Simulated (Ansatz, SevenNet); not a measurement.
# A15 V₃Si (cubic form, which distorts at low temperature), bulk modulus

Reference value: 171 GPa (measured, 300 K, not corrected to a static lattice, our sources range from 171 to 176; as tabulated in Lu and Klein (1997), arXiv:cond-mat/9704251).

Task: What do SevenNet-l3i5, LDA, BLYP, PBE, PBEsol, revPBE, RPBE, PBE-D3(BJ), PBE-D4, rVV10, HSE06, PBE0 give, and how far is each from the reference?

Result: 
```json
[
 {"level (code)": "SevenNet-l3i5", "value (GPa)": "178", "cell (Å³/atom)": "13.04", "difference (%)": "+4.1"},
 {"level (code)": "LDA (Ansatz)", "value (GPa)": "219", "cell (Å³/atom)": "12.22", "difference (%)": "+28"},
 {"level (code)": "BLYP (Ansatz)", "value (GPa)": "173", "cell (Å³/atom)": "13.44", "difference (%)": "+1.2"},
 {"level (code)": "PBE (Ansatz)", "value (GPa)": "192", "cell (Å³/atom)": "12.99", "difference (%)": "+12.3"},
 {"level (code)": "PBEsol (Ansatz)", "value (GPa)": "207", "cell (Å³/atom)": "12.56", "difference (%)": "+21"},
 {"level (code)": "revPBE (Ansatz)", "value (GPa)": "185", "cell (Å³/atom)": "13.19", "difference (%)": "+8.2"},
 {"level (code)": "RPBE (Ansatz)", "value (GPa)": "182", "cell (Å³/atom)": "13.26", "difference (%)": "+6.4"},
 {"level (code)": "PBE-D3(BJ) (Ansatz)", "value (GPa)": "210", "cell (Å³/atom)": "12.44", "difference (%)": "+23"},
 {"level (code)": "PBE-D4 (Ansatz)", "value (GPa)": "203", "cell (Å³/atom)": "12.68", "difference (%)": "+18.7"},
 {"level (code)": "rVV10 (Ansatz)", "value (GPa)": "193", "cell (Å³/atom)": "13.09", "difference (%)": "+12.9"},
 {"level (code)": "HSE06 (Ansatz)", "value (GPa)": "214", "cell (Å³/atom)": "12.66", "difference (%)": "+25"},
 {"level (code)": "PBE0 (Ansatz)", "value (GPa)": "216", "cell (Å³/atom)": "12.69", "difference (%)": "+26"}
]
```

The reference is not for a static lattice or low temperature, so close values are not ranked against it. Off by more than 20 %, or 28 % on the side where a correction would as a rule narrow the miss (bounds picked here): LDA (+28 %).

The measured value isn't corrected to a static lattice, so vibrations enter the comparison. A static lattice is as a rule stiffer than a warm one, by over a tenth in soft solids. The crystal itself was run without spin with LDA, BLYP, PBE, PBEsol, revPBE, RPBE, PBE-D3(BJ), PBE-D4, rVV10, HSE06, PBE0; a magnetic state was not tried in these runs. LDA, BLYP, PBE, PBEsol, revPBE, RPBE, PBE-D3(BJ), PBE-D4, rVV10, HSE06, PBE0: symmetry holds this phase in the static calculation, where it need not be a minimum. HSE06, PBE0: the run has no spin polarisation, so it can have missed a magnetic state. Each level is taken at its own relaxed cell. Cutoffs and k meshes differ between the levels. Ansatz's density-functional and Hartree–Fock values are scalar-relativistic unless marked +SOC, with PAW data made under PBE.

Machine-learned potentials (SevenNet-l3i5) are trained on DFT data: a solid inside that data is no test of them.

Differences are worked out from the printed values.

Ansatz is an electronic-structure program.
